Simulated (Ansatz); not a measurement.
Take BN in the zinc blende structure (space group F-43m, No. 216; a = 3.625 Å) as the base.

Calculations: PBE (Ansatz, an electronic-structure program; PAW; 420 eV plane waves; spin-orbit coupling left out).

Carriers are added at fixed cell with a uniform background; the Fermi–Dirac width is that of 300 K.

One change was made to it. Results:

The Fermi level relative to the doped band's edge (positive inside the band; to 0.05 eV) amounts to +0.45 eV; the gap between the host's bands grows by 0.103 eV, from 4.46 eV to 4.57 eV; the gap character stays indirect, Γ → X.

Which of these changes matches the shifts?
A) holes 1.5×10^21 cm⁻³
B) electrons 1.5×10^21 cm⁻³
C) holes 7.0×10^20 cm⁻³
D) holes 5.0×10^21 cm⁻³

D, holes 5.0×10^21 cm⁻³. For comparison, the gap between the host's bands in the other runs: electrons 1.5×10^21 cm⁻³ gives 4.45 eV; holes 1.5×10^21 cm⁻³ gives 4.49 eV; holes 7.0×10^20 cm⁻³ gives 4.48 eV.

Charged cell with a jellium background: band edges are those of the host's band count, energies are not comparable with the neutral cell, and many-body gap narrowing is missing. Whether these cells are dynamically stable was not tested.
